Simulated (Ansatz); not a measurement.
## BeTe, pressure series

Take BeTe in the zinc blende structure (space group F-43m, No. 216; a = 5.6635 Å) as the base.

Cell and atoms are relaxed at each pressure.

Method: PBE (Ansatz, a quantum-chemistry and plane-wave program, PAW, no spin-orbit coupling).

```csv
change,electron mass,shortest interatomic distance,band gap,density
base,"1.9 mₑ along k, 0.26 mₑ across (at X)",2.452 Å,2.03 eV,5.00 g/cm³
pressure −2 GPa,"2.1 mₑ along k, 0.26 mₑ across (at X)",2.484 Å,2.12 eV,4.81 g/cm³
pressure −1 GPa,"2.0 mₑ along k, 0.26 mₑ across (at X)",2.468 Å,2.07 eV,4.90 g/cm³
pressure 0.9 GPa,"1.8 mₑ along k, 0.26 mₑ across (at X)",2.440 Å,1.99 eV,5.07 g/cm³
pressure 2.1 GPa,"1.7 mₑ along k, 0.25 mₑ across (at X)",2.425 Å,1.95 eV,5.17 g/cm³
pressure 4.5 GPa,"1.6 mₑ along k, 0.25 mₑ across (at X)",2.396 Å,1.86 eV,5.35 g/cm³
pressure 9 GPa,"1.4 mₑ along k, 0.24 mₑ across (at X)",2.353 Å,1.71 eV,5.66 g/cm³
pressure 15 GPa,"1.3 mₑ along k, 0.23 mₑ across (at X)",2.306 Å,1.53 eV,6.00 g/cm³
pressure 22.5 GPa,"1.2 mₑ along k, 0.22 mₑ across (at X)",2.260 Å,1.33 eV,6.38 g/cm³
pressure 30 GPa,"1.1 mₑ along k, 0.22 mₑ across (at X)",2.222 Å,1.16 eV,6.71 g/cm³
```

Spin-orbit coupling, missing from the scalar runs, can matter with Te. Load acts through the strain it causes; cell and atoms are relaxed under it. Effective masses come from finite differences of ±0.01 Å⁻¹. Along k means along the line from Γ to the band edge. No phonon test of stability was made. Competing high-pressure phases were not computed.
